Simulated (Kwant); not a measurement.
Model system: six-terminal Hall bar in a InAs two-dimensional gas. Effective mass 0.023 mₑ, grid spacing 5.8 nm, hard walls, nominal width 150 nm (25 grid rows, so walls 150.8 nm apart), one parabolic valley, scattering region 390 nm long along x; energies count from the band bottom; Fermi energy swept from 0.0044 to 0.0352 eV. Four side probes 75 nm wide, two on each edge; current runs along x; the sign of the Hall resistance is a convention. Perpendicular field 1.6 T, also in the leads; orbital effect alone.

Constants are typed, rounded textbook-type inputs, not results; the design itself was drawn at random and stands for no fabricated device.

Computed with Kwant: effective-mass tight-binding model on a square grid, one spin, coherent transport at 0 K. Resistances are in h/e².

Sweep values stay those of the base run.

The magnetic field was swept, all else fixed.

```json
[
 {"magnetic field (T)": "0.8", "Hall resistance (h/e²) at E = 19.54 meV": "[?]", "mean Hall resistance (h/e²) over the sweep": "[?]", "Hall resistance (h/e²) at E = 27.37 meV": "[?]", "Hall resistance (h/e²) at E = 35.20 meV": "[?]"},
 {"magnetic field (T)": "1.1", "Hall resistance (h/e²) at E = 19.54 meV": "0.33", "mean Hall resistance (h/e²) over the sweep": "0.39", "Hall resistance (h/e²) at E = 27.37 meV": "0.20", "Hall resistance (h/e²) at E = 35.20 meV": "0.16"},
 {"magnetic field (T)": "1.4", "Hall resistance (h/e²) at E = 19.54 meV": "0.33", "mean Hall resistance (h/e²) over the sweep": "0.47", "Hall resistance (h/e²) at E = 27.37 meV": "0.25", "Hall resistance (h/e²) at E = 35.20 meV": "0.20"},
 {"magnetic field (T)": "1.6", "Hall resistance (h/e²) at E = 19.54 meV": "0.50", "mean Hall resistance (h/e²) over the sweep": "0.52", "Hall resistance (h/e²) at E = 27.37 meV": "0.25", "Hall resistance (h/e²) at E = 35.20 meV": "0.20"},
 {"magnetic field (T)": "1.9", "Hall resistance (h/e²) at E = 19.54 meV": "0.50", "mean Hall resistance (h/e²) over the sweep": "0.57", "Hall resistance (h/e²) at E = 27.37 meV": "0.33", "Hall resistance (h/e²) at E = 35.20 meV": "0.25"},
 {"magnetic field (T)": "2.4", "Hall resistance (h/e²) at E = 19.54 meV": "0.50", "mean Hall resistance (h/e²) over the sweep": "0.66", "Hall resistance (h/e²) at E = 27.37 meV": "0.50", "Hall resistance (h/e²) at E = 35.20 meV": "0.33"},
 {"magnetic field (T)": "3.2", "Hall resistance (h/e²) at E = 19.54 meV": "1.00", "mean Hall resistance (h/e²) over the sweep": "0.78", "Hall resistance (h/e²) at E = 27.37 meV": "0.50", "Hall resistance (h/e²) at E = 35.20 meV": "0.50"}
]
```

Problem. Complete the blanks.

Solution. 
- 0.8, Hall resistance (h/e²) at E = 19.54 meV: 0.23
- 0.8, mean Hall resistance (h/e²) over the sweep: 0.29
- 0.8, Hall resistance (h/e²) at E = 27.37 meV: 0.11
- 0.8, Hall resistance (h/e²) at E = 35.20 meV: 0.095
